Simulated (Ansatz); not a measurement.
## ZnSe: pressure series

Start from ZnSe in the zinc blende structure (space group F-43m, No. 216; a = 5.733 Å).

Cell and atoms are relaxed at each pressure.

All numbers come from Ansatz (a first-principles code) PBE, no spin-orbit coupling.

Candidates:
(a) pressure −1 GPa
(b) pressure 4.5 GPa
(c) pressure 2.1 GPa

For the base:

```
Quantity   Result
--------  -------
Band gap  1.15 eV
```

**Question.** Order them by band gap, lowest first.

**Answer.** (a) pressure −1 GPa (1.08 eV), (c) pressure 2.1 GPa (1.29 eV), (b) pressure 4.5 GPa (1.42 eV)

Load acts through the strain it causes; cell and atoms are relaxed under it. Stability against distortions was not tested. Tetrahedral semiconductors of this kind turn to denser phases somewhere between about 1 and 50 GPa; those were not computed, so compressed cells here can lie past the real transition.
